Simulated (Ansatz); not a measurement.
Terminations of the (100) surface of fcc Rh, measured from the surface 'clean 1x1'. Atoms come from or go to: Ag: fcc Ag, Al: fcc Al, Au: fcc Au, Mg: hcp Mg, Mn: fcc-type Mn, layered antiferromagnet, Pd: fcc Pd, Pt: fcc Pt, Re: hcp Re, Rh: fcc Rh, Zn: hcp Zn. ΔE is the energy of forming the row's surface from that one (negative: more stable at these reservoirs); the vacuum level's shift is aligned on the shared bottom. No zero-point or thermal terms. These are constructed structures in small cells; real faces may alloy, dewet or reconstruct in larger ones, and not all known structures of the face are among them. Slabs of about 10 Å with all that they carry, Fermi-Dirac smearing of 0.1 eV. Bottom of the slabs: a bare face, its two planes held. Relaxed from the named starts with such symmetry as they have, on meshes of like density; energies extrapolated to zero smearing; no spin-orbit coupling, no U. Spin-polarised runs, if any, are marked in brackets, and their order is one that fits the cell; the others ran without spin. A dash marks a value that is undefined for that row (no clear gap, or no work function of a gapped slab) or was not read reliably on its mesh.

Level of theory: PBE (plane waves to 420 eV, PAW; Ansatz, a program for electronic structure).

| surface | atoms added per 1x1 | ΔE per 1x1 (eV) | shift of the vacuum level (eV) | work function (eV) |
|---|---|---|---|---|
| one row in 2 of the top plane missing | -0.5 Rh | … | -0.53 | 4.53 |
| a layer of Re in place of the second plane | +1 Re, -1 Rh | -0.54 | -0.49 | 4.52 |
| a layer of Pt in place of the second plane | +1 Pt, -1 Rh | 0.04 | 0.09 | 5.16 |
| a pseudomorphic layer of Ag in the host's stacking | +1 Ag | -0.39 | -0.62 | 4.44 |
| a pseudomorphic layer of Mg in the host's stacking | +1 Mg | -0.93 | -1.18 | 3.89 |
| a layer of Al in place of the second plane | +1 Al, -1 Rh | -1.83 | -0.13 | 4.92 |
| a pseudomorphic layer of Au in the host's stacking | +1 Au | … | 0.12 | 5.17 |
| a pseudomorphic layer of Zn in the host's stacking | +1 Zn | -1.01 | -1.13 | 3.94 |
| a pseudomorphic layer of Al in the host's stacking | +1 Al | … | -0.56 | 4.50 |
| a pseudomorphic layer of Pd in the host's stacking | +1 Pd | -0.35 | -0.10 | 4.95 |
| a pseudomorphic layer of Mn in the host's stacking [spin, 4.0 μB a cell] | +1 Mn | -0.05 | -1.23 | 3.84 |
| a layer of Mn in place of the second plane [spin, 2.7 μB a cell] | +1 Mn, -1 Rh | … | -0.18 | 4.86 |

Task: Fill in the missing entries.

Result: 
- one row in 2 of the top plane missing, ΔE per 1x1 (eV): 0.19
- a pseudomorphic layer of Au in the host's stacking, ΔE per 1x1 (eV): -0.49
- a pseudomorphic layer of Al in the host's stacking, ΔE per 1x1 (eV): -1.29
- a layer of Mn in place of the second plane [spin, 2.7 μB a cell], ΔE per 1x1 (eV): -0.42
